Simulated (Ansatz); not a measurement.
The reference is C in the diamond structure (space group Fd-3m, No. 227).

```
CELL_PARAMETERS angstrom
      0.00000     1.78014     1.78014
      1.78014     0.00000     1.78014
      1.78014     1.78014     0.00000
ATOMIC_POSITIONS crystal
  C  0.00000 0.00000 0.00000
  C  0.25000 0.25000 0.25000
```

Cartesian axes are those of the cell as printed.

Calculations: r2SCAN/PAW in Ansatz (a program for electronic structure), spin-orbit coupling left out.

Strains are applied to the cell and any free atomic positions relax; under biaxial strain the out-of-plane vector relaxes too.

One change was made to it. Results:

| quantity | base | after |
|---|---|---|
| pressure (mean of the normal stresses, compression positive) | 0.01 GPa | -6.85 GPa |
| smallest direct gap | 5.90 eV | 5.76 eV |

### Question
Which of these changes matches the shifts?
A. biaxial strain +1.25 %, plane normal [111], relaxed out of plane
B. biaxial strain +0.42 %, plane normal [111], relaxed out of plane
C. biaxial strain +0.83 %, plane normal [111], relaxed out of plane

### Answer
C, biaxial strain +0.83 %, plane normal [111], relaxed out of plane. For comparison, the pressure in the other runs: biaxial strain +1.25 %, plane normal [111], relaxed out of plane gives -10.11 GPa; biaxial strain +0.42 %, plane normal [111], relaxed out of plane gives -3.53 GPa.

Stability against distortions was not tested.
